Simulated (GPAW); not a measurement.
Equation of state of antifluorite Mg2Sn (space group 225): energy against volume (GPAW, PBEsol)

```xyz
3
Lattice="0.0000 3.2819 3.2819 3.2819 0.0000 3.2819 3.2819 3.2819 0.0000" Properties=species:S:1:pos:R:3 pbc="T T T"
Mg     1.6409     1.6409     1.6409
Mg     4.9228     4.9228     4.9228
Sn     0.0000     0.0000     0.0000
```

Level of theory: PBEsol, GPAW PAW datasets PBEsol (made by gpaw-setup) (plane waves; GPAW). Settings: mode = pw; ecut = 780 eV; xc = PBEsol; kpts = 9 9 9; mesh shift (steps) = 0 0 0; occupations.name = fermi-dirac; occupations.width = 0.01 eV; nbands = -8; convergence.bands = -6; symmetry.symmorphic = false; symmetry.tolerance = 0.0005; maxiter = 120. The cell above is the first row's. The rows scale it uniformly. In all rows fractional positions and the k mesh are held. E is the free energy at the stated smearing, counted from the lowest row.

```
V (Å^3/atom)  E (meV/atom)
------------  ------------
23.565               24.01
24.077               12.68
24.590                5.15
25.102                1.03
25.614                0.00
26.127                1.75
26.639                5.98
27.151               12.46
27.663                   ?
```

Taking the third-order Birch-Murnaghan form, a cubic in V^(-2/3) for E over the 8 complete rows: With u = V^(-2/3) - 0.116, the rows have u = 0.005662, 0.003931, 0.002257, 0.000644, -0.000916, -0.002427, -0.003887, -0.005301. Least squares gives E = 0.261 + 822.8·u + 592341·u² + 558630·u³. Residuals (row less fit): -0.001, -0.003, 0.008, -0.007, -0.004, 0.005, 0.000, -0.001; standard error 0.006 (degrees of freedom: 4). Its minimum lies at u = -0.000695, so V0 = (0.115305)^(-3/2) = 25.54. There d²E/du² = 1182000 and d³E/du³ = 3352000, so B0 = (4/9) × 25.54^(-7/3) × 1182000 × 0.160218 = 43.8 GPa (the last factor turns the table's units into GPa), and B0' = 4 + (2/3) × 0.115305 × (3352000)/1182000 = 4.2. The program's pressures in the fitted runs (not shown) pass through zero at V = 25.54, 0.01 % from this V0.

### Question
What does the fit predict for E at V = 27.663, and how far is the calculated value from it?

### Answer
u = -0.006671, so E = 0.261 + 822.8 × (-0.006671) + 592341 × (-0.006671)² + 558630 × (-0.006671)³ = 20.967 meV/atom. The calculation gives 20.98 meV/atom, 0.013 meV/atom above the prediction (0.1 % of the range of E in the table). The row lies outside the fitted rows, so this is an extrapolation. From the scatter of the fitted rows alone, a prediction at this place has a standard error of 0.015 meV/atom, so the miss is 0.9 times that.

Carrying the step between the two nearest rows on in a straight line would have given 18.94, off by 2.04; series whose last step already gives the withheld value aren't shown. The scan was laid around a cell of about the measured size, scaled by a guess for this functional. The runs keep the symmetry of the cell, so they don't test it for distortions. Cutoffs and mesh are single choices, not tested for convergence of this quantity. Series with a scatter that would blur these digits, or in which a gap closes, are not shown. Nor are scans whose minimum lies at an end fitted in this form.
